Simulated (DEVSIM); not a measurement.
**abrupt InP n-p junction**

Structure: abrupt InP n-p junction, at 300 K.

| layer (left to right) | material | thickness (μm) | Nd (cm⁻³) | Na (cm⁻³) | τn (s) | τp (s) |
|---|---|---|---|---|---|---|
| 1 | InP | 0.520 | 4.3e15 | - | 2.5e-8 | 2.5e-8 |
| 2 | InP | 270 | - | 1.1e17 | 2.5e-8 | 2.5e-8 |

Left contact: ohmic. Right contact: ohmic. Voltage is applied to the left contact. Recombination: SRH at mid-gap, radiative. Mobility is μmin + (μ − μmin)/(1 + (N/Nref)^α).

This is a model device: material constants are rounded textbook-type values typed into the input, and sizes, dopings and lifetimes were drawn at random. Values at 300 K.

```
parameter          InP
-------------  -------
gap (eV)         1.344
affinity (eV)     4.38
permittivity      12.5
Nc (cm⁻³)       5.7e17
Nv (cm⁻³)       1.1e19
μn (cm²/Vs)       5200
μp (cm²/Vs)        170
μn,min             400
μp,min              10
Nref,n            3e17
Nref,p          4.9e17
αn                0.47
αp                0.62
B (cm³/s)      1.2e-10
```

DEVSIM, 1D drift-diffusion, Boltzmann statistics, complete ionisation; no tunnelling, impact ionisation, image-force lowering or self-heating.

```json
{
 "potential_step_across_the_device_at_zero_bias": "1.099 V",
 "largest_field_in_the_device_at_zero_bias": "37000 V/cm",
 "Dark forward voltage at 1 A/cm²": "0.911 V"
}
```

Dark forward current:

(V (V), J (A/cm²)): (-0.05, -2.5e-10); (-0.15, -2.6e-9); (-0.25, -2.0e-8); (-0.35, -1.5e-7); (-0.40, -4.3e-7); (-0.50, -3.7e-6); (-0.60, -4.5e-5); (-0.70, -0.00096); (-0.80, -0.030); (-0.90, -0.78); (-0.95, -2.3); (-1.05, -7.7); (-1.15, -14); (-1.25, -21); (-1.35, -29); (-1.45, -36); (-1.50, -40); (-1.60, -48); (-1.70, -56); (-1.80, -64)
